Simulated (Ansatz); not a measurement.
System: WAl3 (model structure, started from the A15 type, Pm-3n, No. 223, 8 atoms in the cell). Method: r²SCAN in Ansatz (PAW).

Settings: plane-wave cutoff 560 eV, 12×12×12 k mesh, Fermi–Dirac smearing 0.05 eV, no spin polarisation, scalar-relativistic PAW data made under PBE.

Cell (relaxed at this level):

```cif
data_Al6W2
_chemical_formula_sum 'Al6 W2'
_space_group_name_H-M_alt 'P 1'
_space_group_IT_number 1
_cell_length_a 4.99731
_cell_length_b 4.99731
_cell_length_c 4.99731
_cell_angle_alpha 90.000
_cell_angle_beta 90.000
_cell_angle_gamma 90.000
loop_
_space_group_symop_operation_xyz
  'x, y, z'
loop_
_atom_site_label
_atom_site_type_symbol
_atom_site_fract_x
_atom_site_fract_y
_atom_site_fract_z
_atom_site_occupancy
Al1 Al 0.25000 0.00000 0.50000 1
Al2 Al 0.75000 0.00000 0.50000 1
Al3 Al 0.00000 0.50000 0.25000 1
Al4 Al 0.00000 0.50000 0.75000 1
Al5 Al 0.50000 0.25000 0.00000 1
Al6 Al 0.50000 0.75000 0.00000 1
W1 W 0.00000 0.00000 0.00000 1
W2 W 0.50000 0.50000 0.50000 1
```

What does this level give for the bulk modulus?


- bulk modulus: 146 GPa

Note: the run has no spin polarisation, so it can have missed a magnetic state; the bulk modulus is −V dP/dV from two relaxed cells at ±2 % in volume; the relaxation could raise the start's symmetry but not lower it, so the cell can be a saddle point.

Spin–orbit coupling is not included.

The computed numbers hold no vibrational or temperature effects.

Cost on a shared machine: about 3 core-minutes (a rough figure).

A model structure was made by putting elements into a prototype or built by hand; it is no filed structure, need not be a known phase, and can be a saddle point held by its symmetry.

Ansatz is a first-principles code.
